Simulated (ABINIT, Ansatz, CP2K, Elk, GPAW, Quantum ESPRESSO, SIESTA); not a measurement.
# Code comparison for LiCuS2 (Pnnm, 8 atoms in the cell)

Self-consistent single point.

```xyz
8
Lattice="5.9655 0.0000 0.0000 0.0000 6.6546 0.0000 0.0000 0.0000 3.3750" Properties=species:S:1:pos:R:3 pbc="T T T"
Li     0.0000     3.3273     1.6875
Li     2.9828     0.0000     0.0000
Cu     0.0000     0.0000     0.0000
Cu     2.9828     3.3273     1.6875
S      1.0980     5.6834     1.6875
S      4.8675     0.9712     1.6875
S      4.0808     4.2985     0.0000
S      1.8848     2.3561     0.0000
```

Shared settings, as Ansatz (a quantum-chemistry and plane-wave program) writes them: kpoints.mp_grid.grid = 3 3 5; scf.occupations.method = fixed. Potentials and cutoffs stand in the table.

```tsv
code	model	pressure (GPa)	largest force (eV/Å)	gap on the mesh (eV)	cutoff
SIESTA	LDA PW92, numerical atomic orbitals DZP, PseudoDojo LDA standard norm-conserving potentials (rewritten from UPF to PSML)	-4.97	0.075	0.469	grid 300 Ry
GPAW	LDA (Perdew-Wang 92), GPAW PAW datasets LDA (gpaw-data 1.0.1)	-5.00	0.313	0.515	800 eV
ABINIT	LDA (PW92), PAW (JTH v2.0 LDA PAW)	-5.39	0.360	0.530	30 Ha
Elk	LDA (PW92), all-electron FP-LAPW, Elk's shipped species files, APW+lo basis with extra local orbitals	–	–	0.535	rgkmax 7.5
Quantum ESPRESSO	LDA (PZ), GBRV 1.5 ultrasoft (LDA) pseudopotentials	-5.49	0.338	0.559	50 Ry
CP2K	LDA (Pade form), GPW, DZVP-MOLOPT-SR-GTH basis, GTH-PADE potentials (GTH_POTENTIALS)	-4.32	0.183	0.564	grid 600 Ry
Ansatz	LDA (PW92), PAW files made with PBE	-5.41	0.363	0.531	30.9 Ry
```

A dash marks a value that a program does not give, or that is left out as unsure.

Gaps are read on the mesh.

The spread over the programs that give each value: pressure within 1.17 GPa; largest force within 0.288 eV/Å; gap on the mesh within 0.095 eV.

SIESTA and CP2K use small atom-centred bases, whose incompleteness enters pressures, forces and empty levels differently from a plane-wave cutoff. Elk treats all electrons, but the usual bases taken here (sphere radii, linearisation, local orbitals, empty states) were not tested for convergence, so the values are no reference for the others. Ansatz's pressure is given at a fixed set of plane waves, as the other plane-wave codes print theirs; with its correction for the finite basis it is -5.36 GPa. The same LDA comes in different parametrisations, which differ slightly. In the pressure, CP2K (by 1.08) lies more than 1 GPa from the median of the plane-wave programs. In the force vectors, SIESTA (by 0.319) and CP2K (by 0.179) lie more than 0.08 eV/Å from the median of the plane-wave programs.

The starting cell comes from a database of computed structures (which also holds hypothetical and non-ambient phases and stackings), without a prior relaxation at this level.

Keys are those of Ansatz 0.2.
